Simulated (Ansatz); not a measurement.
## Amorphous Al$_{28}$O$_{45}$Ga$_{2}$

It comes from a melt-quench run on a machine-learned potential (CHGNet), relaxed afterwards by DFT. O atoms were pushed apart under 1.9 Å during the dynamics, to hinder bonds among them. The hot cell started wider than the set density and was brought back towards it in steps. It is the lowest in DFT energy of 2 quenches. It is a model cell: composition and starting density were chosen by hand, and all elements were melted together. No dispersion term was used.

Methods: PBE, scalar-relativistic without spin-orbit coupling (Ansatz, a program for electronic structure); r2SCAN, scalar-relativistic without spin-orbit coupling (Ansatz); HSE06, scalar-relativistic without spin-orbit coupling (Ansatz). Geometry, pressure, stress and energy are those of the PBE run. Its sampling: a 2×2×2 Γ-centred mesh; Fermi-Dirac width 0.02 eV; no spin polarisation. Other functionals are single points at the zone centre (r2SCAN at 500 eV; exact exchange cut at the cell's faces), free to take moments where seeds were set. At PBE the levels at the filled edge of the gap are localised (band-tail or defect states), and the nearest spread-out levels lie 3.9 eV apart at the zone centre.

```yaml
number_of_atoms_in_the_cell: 75
Density (held, not predicted): 3.25 g/cm³
volume_per_atom: 10.99 Å³
Pressure on a 2×2×2 Γ-centred mesh: 1.09 GPa
Largest force and stress component on that mesh (the relaxation ran on the zone centre alone): 0.04 eV/Å and 1.1 GPa
Energy relative to corundum + beta Ga2O3 (lowest mix at this level among the phases computed, not always the ambient ones): 0.165 eV/atom
Level gap on a 2×2×2 Γ-centred mesh (PBE): 3.36 eV
Level gap at the zone centre (PBE): 3.39 eV
Level gap at the zone centre (r2SCAN): 4.01 eV
Level gap at the zone centre (HSE06): 5.10 eV
```

Neighbours within Al-Al 2.66 Å, Al-O 2.26 Å, Al-Ga 2.67 Å, O-O 1.58 Å, O-Ga 2.26 Å, Ga-Ga 2.68 Å count as bonded. Two cations that share two anions don't count as bonded, nor two that share one unless they lie closer than Al-Al 2.59 Å, Al-Ga 2.60 Å, Ga-Ga 2.61 Å.

```yaml
Mean coordination of Al by anions: 4.61 (12 with 4, 15 with 5, 1 with 6)
Mean coordination of O: 3.07 (42 with 3, 3 with 4)
Mean coordination of Ga by anions: 4.50 (1 with 4, 1 with 5)
Mean Al-O bond: 1.852 Å (spread 0.093 Å, 129 counted)
Mean O-Ga bond: 1.954 Å (spread 0.104 Å, 9 counted)
```

Its density started from a set value of 3.25 g/cm³. The simulated quench (nominally 280 K/ps over its main leg) is rapid and tends to freeze in more defects than a deposited or slowly cooled glass has. One small periodic cell is one sample of the glass; other quenches scatter about these values. The volume was held where the preparation left it and the shape relaxed, at a PBE pressure of 1.1 GPa. Stress components on the final sampling reach 1.1 GPa.
